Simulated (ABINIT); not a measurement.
**Habitual settings against a tight run: FePt (P4/mmm, 2 atoms in the cell)**

Self-consistent single point.

```
CELL_PARAMETERS angstrom
      2.66116     0.00000     0.00000
      0.00000     2.66116     0.00000
      0.00000     0.00000     3.64580
ATOMIC_POSITIONS crystal
  Fe 0.00000 0.00000 0.00000
  Pt 0.50000 0.50000 0.50000
```
Moments meant for the start (each program seeds them in its own way; μB, in the order of the atoms Fe Pt): 4.0 1.0.

Method: PBE, norm-conserving pseudopotentials (PseudoDojo nc-sr-05 PBE standard) (plane waves; ABINIT).

Base settings: pseudos = [Fe.upf, Pt.upf]; ecut = 45 Ha; nsppol = 2; occopt = 3; tsmear = 0.1 eV; ngkpt = 8 8 6; nshiftk = 1; shiftk = 0 0 0; potentials = PseudoDojo nc-sr-05 PBE standard; nband = 27; kptopt = 1; nstep = 100.

Tight run (finer mesh or higher cutoff; not a proven limit): ecut: 45 Ha → 63 Ha; ngkpt: 8 8 6 → 11 11 9; toldfe: 1e-09 Ha → 3.7e-11 Ha. It gave Fermi level (on the code's own zero) 16.01 eV; pressure 21.15 GPa; size of the cell's spin moment 3.21 μB; site moments (μB, in the program's spheres or projections) Fe 2.85, Pt 0.38.

Quick runs, as changes from the base:
- A: the base itself
- B: ecut: 45 Ha → 22 Ha; ngkpt: 8 8 6 → 8 8 8; potentials: PseudoDojo nc-sr-05 PBE standard → PseudoDojo nc-sr-04 LDA standard [LDA (PW92)]
- C: ecut: 45 Ha → 22 Ha; ngkpt: 8 8 6 → 2 2 2; shiftk: 0 0 0 → 0.5 0.5 0.5

Dashes: time of C, under 30 s.

† marks runs with another functional, U, potentials or spin treatment: their distance from the tight run is not a convergence error alone.

The count of work is k-points × plane waves × bands × iterations; it is no time. Core times come from one kind of shared machine and are given to one figure; runs under 30 s give none.

The starting cell comes from a database of computed structures (which also holds hypothetical and non-ambient phases and stackings), without a prior relaxation at this level. Its lattice was rescaled by a random factor within 2.5 % of one. The magnetic order is the one reached from the typed start; others were not searched systematically. In the base run, with a pressure of about 22 GPa the cell is away from its equilibrium volume at this level.

| run | pressure less tight (GPa) | size of the net moment less tight (μB/atom) | count of work / tight | core time / tight (rough) |
|---|---|---|---|---|
| A | 0.46 | 0.04 | 0.32 | 0.3 |
| B† | -536.54 | -0.08 | 0.12 | 0.1 |
| C | -527.85 | 0.39 | 0.0018 | – |

Left out of this page: 3 runs of the series outside the window shown, repeating another row's setting, or not comparable.
